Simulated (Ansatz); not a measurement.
**Bi2SiO5 (Cmc2₁, No. 36, 16 atoms in the cell; start mp-28144): smallest direct gap on the k points sampled by level of theory**

No measured value is used here.

| level (code) | value (eV) |
|---|---|
| LDA (Ansatz) | 2.72 |
| PBEsol (Ansatz) | 2.74 |
| PBEsol+SOC (Ansatz) | 2.50 |
| r²SCAN (Ansatz) | 3.29 |
| r²SCAN+SOC (Ansatz) | 3.01 |
| HSE06 (Ansatz) | 4.00 |
| PBE0 (Ansatz) | 4.71 |

At these levels the smallest gap is indirect and lower: LDA 2.65, PBEsol+SOC 2.37, r²SCAN+SOC 2.88 eV. Computed values are for a static lattice. Spin–orbit coupling is included only where a level's name says +SOC; with heavier elements it mostly lowers gaps and can invert bands.  Values are at the PBEsol cell. Cutoffs and k meshes differ between the levels. Ansatz's density-functional and Hartree–Fock values are scalar-relativistic unless marked +SOC, with PAW data made under PBE.

A start named mp-… is a Materials Project structure, which need not be a measured phase.

Ansatz is an electronic-structure program.
